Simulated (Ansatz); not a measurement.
Ansatz (a first-principles code) run on W (Im-3m, 1 atom in the cell): relaxation of cell and atoms.

Method of the run: PBE (plane waves, PAW; Ansatz).

The change in words: atoms on their sites; basis.ecutwfc: 30.9 Ry → 37.1 Ry; relax: default → cell and atoms. Reference geometry:
```xyz
1
Lattice="-1.5721 1.5721 1.5721 1.5721 -1.5721 1.5721 1.5721 1.5721 -1.5721" Properties=species:S:1:pos:R:3 pbc="T T T"
W      0.0000     0.0000     0.0000
```

Reference input (self-consistent single point, DFT, PBE, plane waves, default PAW files): basis.ecutwfc = 30.9 Ry; kpoints.mp_grid.grid = 15 15 15; hamiltonian.xc = pbe; hamiltonian.pseudopotentials = {kind: paw} (the program's default PAW files); scf.occupations.method = fermi_dirac; scf.occupations.width = 0.0073 Ry. This run's input differs from it in these lines:

Ansatz 0.2 input:
```diff
@@ -8,3 +8,3 @@
 basis:
-  ecutwfc: 30.9 Ry
+  ecutwfc: 37.1 Ry
 kpoints:
@@ -16,2 +16,4 @@
   occupations: { method: fermi_dirac, width: 0.0073 Ry }
+relax:
+  cell: {}
 output:
```

The program printed (abridged):

```
   [... SCF lines of the steps left out ...]
relax step   1: F+E_penalty+E_count = -10384.80695082 eV  Δ(F+E_penalty+E_count) = +0.000e0 eV  max|allowed force component| = 0.000e0 eV/Å  Δτ_max = 0.0000 Å  P = +12.394 GPa  Ω = 15.542 Å³  (6 SCF iters, dr2 threshold 1.00e-7 eV, accepted)
relax step   2: F+E_penalty+E_count = -10384.70310253 eV  Δ(F+E_penalty+E_count) = +1.038e-1 eV  max|allowed force component| = 0.000e0 eV/Å  Δτ_max = 0.0000 Å  P = -23.382 GPa  Ω = 17.729 Å³  energy of the carried Pulay correction = -1.429e-4 eV  [...]
   [... lines left out ...]
relax step   5: F+E_penalty+E_count = -10384.82928304 eV  Δ(F+E_penalty+E_count) = -2.191e-6 eV  max|allowed force component| = 0.000e0 eV/Å  Δτ_max = 0.0000 Å  P = +0.001 GPa  Ω = 16.139 Å³  energy of the carried Pulay correction = -4.098e-5 eV  (2 [...]
relax step   6: F+E_penalty+E_count = -10384.82933028 eV  Δ(F+E_penalty+E_count) = -4.723e-5 eV  max|allowed force component| = 0.000e0 eV/Å  Δτ_max = 0.0000 Å  P = +0.005 GPa  Ω = 16.139 Å³  stress off target by 5.09e-3 GPa  SCF on the basis [...]
basis re-selected at this cell: Δ(F+E_penalty+E_count) = -4.723e-5 eV, ΔP = +0.004 GPa vs the last step
Stability not checked: this state was not tested for a lower state beside it, because too few of the mixer's solves of this state at the end of the SCF gave a …
Free energy (F): -10384.829330 eV
Internal energy: -10384.814619 eV  (E = F + TS)
E sigma→0 (E₀):  -10384.821975 eV
Entropy (-TS):   -0.014711 eV (-14.711 meV/atom)
Fermi energy:    22.134504 eV
--- Forces (eV/Å), atoms counted from 1 ---
  atom   1  W     -0.00000000     0.00000000     0.00000000
   [... lines left out ...]
to start a new deck from the relaxed geometry:
  cell:  # Å, volume = 16.1390 Å³
    - [-1.5919839089268806, 1.5919839089268806, 1.5919839089268806]
    - [1.5919839089268806, -1.5919839089268806, 1.5919839089268806]
    - [1.5919839089268806, 1.5919839089268806, -1.5919839089268806]
  atoms:
    - { symbol: W, position: [0.0, 0.0, 0.0] }
```

The run converged. 

Summary of the result:
```
Quantity                                                                                                               Result
-----------------------------------------------  ----------------------------------------------------------------------------
Free energy E − TS (on the zero of these files)                                                                -10384.8293 eV
Fermi level (on the code's own zero)                                                                                 22.13 eV
Pressure                                                                                                             0.01 GPa
Final cell                                       a = 2.757 Å, b = 2.757 Å, c = 2.757 Å, α = 109.47°, β = 109.47°, γ = 109.47°
Final volume per atom                                                                                                16.14 Å³
Relaxation steps                                                                                                            6
```

The starting cell has typed, rounded lattice constants, without a prior relaxation at this level. Its lattice was rescaled by up to half a per cent. Spin polarisation is off. The relaxation keeps the symmetry of its start, so its end need not be a minimum. Ansatz's pressure includes its estimate of the finite-basis (Pulay) stress.
